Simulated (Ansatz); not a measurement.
Consider WSe2 in the 2H-MoS2 type structure (space group P6_3/mmc, No. 194; a = 3.300 Å, c = 13.151 Å; layered, stacked along the Cartesian z axis). Axes: x lies along a and z along c of the hexagonal cell.

Level of theory: r2SCAN+rVV10/PAW in Ansatz (an electronic-structure program), no spin-orbit coupling.

One thing is altered: the cell is stretched by 1.28 % along z with no lateral relaxation; the atoms relax in the strained cell.

Problem. Predict the stress tensor and what it implies for the stiffness.

Solution. Stress of the strained cell less that of the base (GPa, compression positive):
```
  -0.12    0.00    0.00
   0.00   -0.12    0.00
   0.00    0.00   -0.53
```

Then −Δσ_ii/ε with ε = 0.0128 gives secant stiffness values (nonlinear terms included at this strain): C33 ≈ 42 GPa.

Stability against distortions was not tested.
